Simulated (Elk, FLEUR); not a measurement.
A FLEUR input for a self-consistent single point of CsGeI3 (Cm, 5 atoms in the cell) (DFT, PBEsol, all-electron FLAPW (FLEUR), scalar-relativistic valence):

Input of the input generator:

```
CsGeI3
&input film=f /
8.1912163084 -8.5289481614 0.0000000000
8.1912163084 8.5289481614 0.0000000000
-0.4057695524 0.0000000000 11.3095932264
1.0
1.0 1.0 1.0

5
55 0.0846500000 0.0846500000 0.4162400000
32 0.6290500000 0.6290500000 0.8835300000
53 0.5702000000 0.5702000000 0.4079900000
53 0.0712000000 0.6209000000 0.9021200000
53 0.6209000000 0.0712000000 0.9021200000

&comp jspins=1 /
&exco xctyp='PBEs' /
&kpt div1=3 div2=3 div3=3 /
&end /
```

```xml
<?xml version="1.0" encoding="UTF-8" standalone="no"?>
<fleurInput fleurInputVersion="0.39">
   <comment>
      CsGeI3                                                                                              
   </comment>
   <calculationSetup>
      <cutoffs Kmax="4.1" Gmax="16.4" GmaxXC="16.4" numbands="0"/>
      <scfLoop itmax="80" minDistance="0.00001" maxIterBroyd="15" imix="Anderson" alpha="0.05" precondParam="0.0" spinf="2.0"/>
      <coreElectrons ctail="T" frcor="F" kcrel="0" coretail_lmax="0"/>
      <xcFunctional name="PBEs" relativisticCorrections="F"/>
      <magnetism jspins="1"/>
      <soc l_soc="F" theta="0.0" phi="0.0" spav="F"/>
      <expertModes spex="0" secvar="F"/>
      <geometryOptimization l_f="T" forcealpha="1.0" forcemix="BFGS" epsdisp="0.00001" epsforce="0.00001"/>
      <ldaU l_linMix="F" mixParam="0.05" spinf="1.0"/>
   </calculationSetup>
   <cell>
      <bzIntegration valenceElectrons="74.0" mode="hist" fermiSmearingEnergy="0.00183747">
         <kPointListSelection listName="default-1"/>
         <!-- k-points included here -->
         <xi:include xmlns:xi="http://www.w3.org/2001/XInclude" href="kpts.xml"> </xi:include>
      </bzIntegration>
      <!-- symmetry operations included here -->
      <xi:include xmlns:xi="http://www.w3.org/2001/XInclude" href="sym.xml"> </xi:include>
      <bulkLattice scale="1.0">
         <bravaisMatrix>
            <row-1>    8.1912163083999996    -8.5289481614000007     0.0000000000000000</row-1>
            <row-2>    8.1912163083999996     8.5289481614000007     0.0000000000000000</row-2>
            <row-3>   -0.4057695524000000     0.0000000000000000    11.3095932264000005</row-3>
         </bravaisMatrix>
      </bulkLattice>
   </cell>
   <atomSpecies>
      <species name="Cesium (Cs)" element="Cs" atomicNumber="55">
         <mtSphere radius="2.68" gridPoints="925" logIncrement="0.014"/>
         <atomicCutoffs lmax="10" lnonsphr="8"/>
         <electronConfig flipSpins="F">
            <coreConfig>(1s1/2) (2s1/2) (2p1/2) (2p3/2) (3s1/2) (3p1/2) (3p3/2) (4s1/2) (3d3/2) (3d5/2) (4p1/2) (4p3/2) (4d3/2) (4d5/2)</coreConfig>
            <valenceConfig>(5s1/2) (5p1/2) (5p3/2) (6s1/2)</valenceConfig>
            <stateOccupation state="(6s1/2)" spinUp="0.5" spinDown="0.5"/>
         </electronConfig>
         <energyParameters s="6" p="6" d="5" f="4"/>
         <lo type="SCLO" l="0" n="5" eDeriv="0"/>
         <lo type="SCLO" l="1" n="5" eDeriv="0"/>
      </species>
      <species name="Germanium (Ge)" element="Ge" atomicNumber="32">
         <mtSphere radius="2.44" gridPoints="843" logIncrement="0.015"/>
         <atomicCutoffs lmax="10" lnonsphr="8"/>
         <electronConfig flipSpins="F">
            <coreConfig>(1s1/2) (2s1/2) (2p1/2) (2p3/2) (3s1/2) (3p1/2) (3p3/2)</coreConfig>
            <valenceConfig>(4s1/2) (3d3/2) (3d5/2) (4p1/2) (4p3/2)</valenceConfig>
            <stateOccupation state="(4p1/2)" spinUp="0.3333333333333" spinDown="0.3333333333333"/>
            <stateOccupation state="(4p3/2)" spinUp="0.6666666666667" spinDown="0.6666666666667"/>
         </electronConfig>
         <energyParameters s="4" p="4" d="3" f="4"/>
      </species>
      <species name="Iodine (I)" element="I" atomicNumber="53">
         <mtSphere radius="2.44" gridPoints="843" logIncrement="0.015"/>
         <atomicCutoffs lmax="10" lnonsphr="8"/>
         <electronConfig flipSpins="F">
            <coreConfig>(1s1/2) (2s1/2) (2p1/2) (2p3/2) (3s1/2) (3p1/2) (3p3/2) (4s1/2) (3d3/2) (3d5/2) (4p1/2) (4p3/2)</coreConfig>
            <valenceConfig>(5s1/2) (4d3/2) (4d5/2) (5p1/2) (5p3/2)</valenceConfig>
            <stateOccupation state="(5p1/2)" spinUp="0.8333333333333" spinDown="0.8333333333333"/>
            <stateOccupation state="(5p3/2)" spinUp="1.6666666666667" spinDown="1.6666666666667"/>
         </electronConfig>
         <energyParameters s="5" p="5" d="5" f="4"/>
         <lo type="SCLO" l="2" n="4" eDeriv="0"/>
      </species>
   </atomSpecies>
   <atomGroups>
      <atomGroup species="Cesium (Cs)">
         <relPos label="                   1">.0846500000 .0846500000 .4162400000</relPos>
         <force calculate="T" relaxXYZ="TTT"/>
      </atomGroup>
      <atomGroup species="Germanium (Ge)">
         <relPos label="                   2">-.3709500000 -.3709500000 -.1164700000</relPos>
         <force calculate="T" relaxXYZ="TTT"/>
      </atomGroup>
      <atomGroup species="Iodine (I)">
         <relPos label="                   3">-.4298000000 -.4298000000 .4079900000</relPos>
         <force calculate="T" relaxXYZ="TTT"/>
      </atomGroup>
      <atomGroup species="Iodine (I)">
         <relPos label="                   4">.0712000000 -.3791000000 -.0978800000</relPos>
         <relPos label="                   5">-.3791000000 .0712000000 -.0978800000</relPos>
         <force calculate="T" relaxXYZ="TTT"/>
      </atomGroup>
   </atomGroups>
   <output dos="F" band="F" slice="F">
      <checks vchk="F" cdinf="F"/>
      <bandDOS minEnergy="-.5*Htr" maxEnergy="0.5*Htr" sigma="0.015" storeEVData="T"/>
      <vacuumDOS vacdos="F" integ="F" star="F" nstars="0" locx1="0.0" locy1="0.0" locx2="0.0" locy2="0.0" nstm="0" tworkf="0.0"/>
      <unfoldingBand unfoldBand="F" supercellX="1" supercellY="1" supercellZ="1"/>
      <plotting iplot="0" polar="F">
         <plot TwoD="T" vec1="  1.0  0.0  0.0" vec2="  0.0  1.0  0.0" vec3="  0.0  0.0  1.0" zero="  0.0  0.0  0.0" file="plot"/>
      </plotting>
      <chargeDensitySlicing numkpt="0" minEigenval="0.0" maxEigenval="0.0" nnne="0" pallst="F"/>
      <specialOutput eonly="F"/>
      <magneticCircularDichroism mcd="F" energyLo="-10.0" energyUp="0.0"/>
   </output>
  <!-- We include the file relax.xml here to enable relaxations (see documentation) -->
  <xi:include xmlns:xi="http://www.w3.org/2001/XInclude" href="relax.xml"> <xi:fallback/> </xi:include>
</fleurInput>
```

Q: Translate this input to Elk.

A: This is the input that was run; spellings and numerical settings could be chosen otherwise.

```
tasks
  0

xctype
  22

tforce
  .true.

rgkmax
  8.0

gmaxvr
  18.0

lmaxapw
  10

lmaxo
  8

nxlo
  2

lorbcnd
  .true.

lradstp
  2

nrmtscf
  2.0

lmaxi
  4

swidth
  0.00183747

maxscl
  100

avec
    8.1912163084   -8.5289481614    0.0000000000
    8.1912163084    8.5289481614    0.0000000000
   -0.4057695524    0.0000000000   11.3095932264

sppath
  'species/'

atoms
  3
  'Cs.in'
  1
  0.0846500000  0.0846500000  0.4162400000    0.0 0.0 0.0
  'Ge.in'
  1
  0.6290500000  0.6290500000  0.8835300000    0.0 0.0 0.0
  'I.in'
  3
  0.5702000000  0.5702000000  0.4079900000    0.0 0.0 0.0
  0.0712000000  0.6209000000  0.9021200000    0.0 0.0 0.0
  0.6209000000  0.0712000000  0.9021200000    0.0 0.0 0.0

ngridk
  3 3 3
```

Basis, cutoffs, solver keys and any potentials are the target program's own. This input uses DFT, PBEsol, all-electron FP-LAPW, Elk's shipped species files, APW+lo basis with extra local orbitals.

The starting cell comes from a database of computed structures (which also holds hypothetical and non-ambient phases and stackings), without a prior relaxation at this level.
